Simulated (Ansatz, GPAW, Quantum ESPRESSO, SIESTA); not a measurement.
YCo4Si (P-6m2, 6 atoms in the cell) computed with different codes at matched settings

Self-consistent single point, at a second geometry (lattice scaled by 0.98). First geometry:

```xyz
6
Lattice="5.0759 0.0000 0.0000 -2.5379 4.3958 0.0000 0.0000 0.0000 3.7186" Properties=species:S:1:pos:R:3 pbc="T T T"
Y      2.5379     1.4653     0.0000
Co     0.0000     2.9306     0.0000
Co     1.2690     3.6632     1.8593
Co     0.0000     1.4652     1.8593
Co    -1.2690     3.6632     1.8593
Si     0.0000     0.0000     0.0000
```
Moments meant for the start (each program seeds them in its own way; μB, in the order of the atoms Y Co Co Co Co Si): 0.0 3.0 3.0 3.0 3.0 0.0.

Shared settings, as Ansatz (a quantum-chemistry and plane-wave program) writes them: kpoints.mp_grid.grid = 5 5 6; scf.occupations.method = fermi_dirac; scf.occupations.width = 0.1 eV. Potentials and cutoffs stand in the table.

```tsv
code	model	ΔF from the first geometry (meV/atom)	pressure (GPa)	largest force (eV/Å)	size of the net moment (μB/atom)	cutoff
Ansatz	LDA (PW92), PAW files made with PBE	-43.9	-3.83	0.106	0.53	420 eV
GPAW	LDA (Perdew-Wang 92), GPAW PAW datasets LDA (gpaw-data 1.0.1)	-39.6	-2.94	0.107	0.53	800 eV
Quantum ESPRESSO	LDA (PZ), PSlibrary PAW (LDA) pseudopotentials	-43.0	-3.88	0.113	0.50	55 Ry
SIESTA	LDA PW92, numerical atomic orbitals DZP, PseudoDojo LDA standard norm-conserving potentials (rewritten from UPF to PSML)	-58.4	-6.72	0.257	0.53	grid 400 Ry
```

On Ansatz's run: the magnetic order is the one reached from the typed start; others were not searched systematically.

The spread over the programs that give each value: ΔF from the first geometry within 18.8 meV/atom; pressure within 3.78 GPa; largest force within 0.151 eV/Å; size of the net moment within 0.03 μB/atom.

SIESTA uses small atom-centred bases, whose incompleteness enters pressures, forces and empty levels differently from a plane-wave cutoff. Ansatz's pressure is given at a fixed set of plane waves, as the other plane-wave codes print theirs; with its correction for the finite basis it is -3.75 GPa. The same LDA comes in different parametrisations, which differ slightly. In the pressure, SIESTA (by 2.89) lies more than 1 GPa from the median of the plane-wave programs. In the force vectors, SIESTA (by 0.150) lies more than 0.08 eV/Å from the median of the plane-wave programs.

The starting cell comes from a database of computed structures (which also holds hypothetical and non-ambient phases and stackings), without a prior relaxation at this level. For this run, on top of that: lattice scaled by 0.98.

Keys are those of Ansatz 0.2.
